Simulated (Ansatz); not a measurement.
Start from WSe2 (space group P6_3/mmc, No. 194; a = 3.230 Å, c = 12.411 Å; layered, stacked along the Cartesian z axis). Axes: x lies along a and z along c of the hexagonal cell.

All numbers come from PBEsol-D3(BJ)/PAW in Ansatz (an electronic-structure program), no SOC.

Perturbation: uniaxial strain ε_xx = +0.60 %, all other strain components held at zero, atoms relaxed at fixed cell.

Question: Predict the stress tensor and what it implies for the stiffness.

Answer: Stress of the strained cell less that of the base (GPa, compression positive):
```
  -1.33    0.00    0.00
   0.00   -0.24    0.00
   0.00    0.00   -0.13
```

Then −Δσ_ii/ε with ε = 0.0060 gives relaxed-ion elastic constants: C11 ≈ 221 GPa.

Stability against distortions was not tested.
